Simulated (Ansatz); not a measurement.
We consider NdB₄ (P4/mbm, No. 127), described by r²SCAN-D4 (PAW; Ansatz, a program for electronic structure).

Numerical settings: plane-wave cutoff 500 eV, 6×6×10 k mesh (along the axes of the cell as run), Fermi–Dirac smearing 0.05 eV, spin-polarised start, scalar-relativistic PAW data made under PBE.

Computed at the level's own relaxed cell.

Q: Predict the equilibrium volume per atom, lattice parameter a and lattice parameter c.

A: 
- equilibrium volume per atom = 10.58 Å³/atom
- lattice parameter a = 7.194 Å
- lattice parameter c = 4.090 Å

Note: the magnetic order was assumed, not searched for or taken from measurement; the relaxation could not lower the start's symmetry, so the cell can be a saddle point above a distorted one; the 4f shell is treated without U or exact exchange, so its levels and filling can be wrong.

Spin–orbit coupling is not included.

The computed numbers hold no vibrational or temperature effects.

Computing time: around 40 core-minutes (rough).
